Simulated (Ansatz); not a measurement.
CdS: uniaxial strain ε_zz = −1.80 %

Start from CdS in the wurtzite structure (space group P6_3mc, No. 186; a = 4.1962 Å, c = 6.8295 Å). Axes: x lies along a and z along c of the hexagonal cell.

The change: the cell is compressed by 1.80 % along z with no lateral relaxation; the atoms relax in the strained cell.

The values are results of PBE (Ansatz, a program for electronic structure; PAW; 420 eV plane waves; spin-orbit coupling left out), not measurements. Γ-centred 9×9×5 mesh, Fermi–Dirac width 0.05 eV.

```json
[
 {"quantity": "volume per atom", "base": "26.04 Å³", "changed": "25.57 Å³", "shift": "-0.47 Å³"},
 {"quantity": "space group", "base": "P6_3mc (No. 186)", "changed": "P6_3mc (No. 186)", "shift": "–"},
 {"quantity": "shortest interatomic distance", "base": "256.5 pm", "changed": "255.1 pm", "shift": "-1.4 pm"},
 {"quantity": "energy relative to the base (free energy F)", "base": "0 meV/atom", "changed": "+2.3 meV/atom", "shift": "+2.3 meV/atom"},
 {"quantity": "pressure (mean of the normal stresses, compression positive)", "base": "0.00 GPa", "changed": "1.00 GPa", "shift": "+1.00 GPa"},
 {"quantity": "band gap", "base": "1.11 eV", "changed": "1.17 eV", "shift": "+0.06 eV"},
 {"quantity": "gap character", "base": "direct at Γ", "changed": "direct at Γ", "shift": "–"},
 {"quantity": "width of the top valence band", "base": "1.55 eV", "changed": "1.60 eV", "shift": "+0.05 eV"},
 {"quantity": "valence-band top at Γ (three highest levels, from the VBM)", "base": "0.00, 0.00, -0.04 eV", "changed": "0.00, -0.01, -0.01 eV", "shift": "–"},
 {"quantity": "stress (xx, yy, zz, yz, xz, xy; compression positive)", "base": "–", "changed": "(0.72, 0.72, 1.57, 0.00, 0.00, 0.00) GPa", "shift": "–"}
]
```

Whether these cells are dynamically stable was not tested.
